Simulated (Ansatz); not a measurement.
## Pressure series in hypothetical anti-perovskite Mg3SiO

Start from Mg₃SiO in the anti-perovskite structure (space group Pm-3m, No. 221; a = 4.1898 Å; a hypothetical phase, not in the database extracts checked).

Cell and atoms are relaxed at each pressure.

Level of theory: PBEsol in Ansatz (plane waves to 420 eV, PAW, no SOC).

Notes on the quantities. enthalpy: H = E + PV relative to the base's energy.

```
change               density       enthalpy
----------------  ----------  -------------
base              2.64 g/cm³              –
pressure −2 GPa          [?]  -0.19 eV/atom
pressure −1 GPa   2.61 g/cm³  -0.09 eV/atom
pressure 0.3 GPa  2.65 g/cm³  +0.03 eV/atom
pressure 0.7 GPa  2.66 g/cm³  +0.06 eV/atom
pressure 1.5 GPa         [?]  +0.14 eV/atom
pressure 3 GPa    2.73 g/cm³  +0.27 eV/atom
pressure 5 GPa           [?]  +0.45 eV/atom
pressure 7.5 GPa  2.85 g/cm³  +0.66 eV/atom
pressure 10 GPa          [?]  +0.87 eV/atom
```

Problem. What belongs in the blanks?

Solution. 
- pressure −2 GPa, density: 2.58 g/cm³
- pressure 1.5 GPa, density: 2.69 g/cm³
- pressure 5 GPa, density: 2.79 g/cm³
- pressure 10 GPa, density: 2.91 g/cm³

Load acts through the strain it causes; cell and atoms are relaxed under it. No phonon test of stability was made. No other phases were tried under pressure. All final runs are without spin polarisation.

Ansatz is an electronic-structure program.
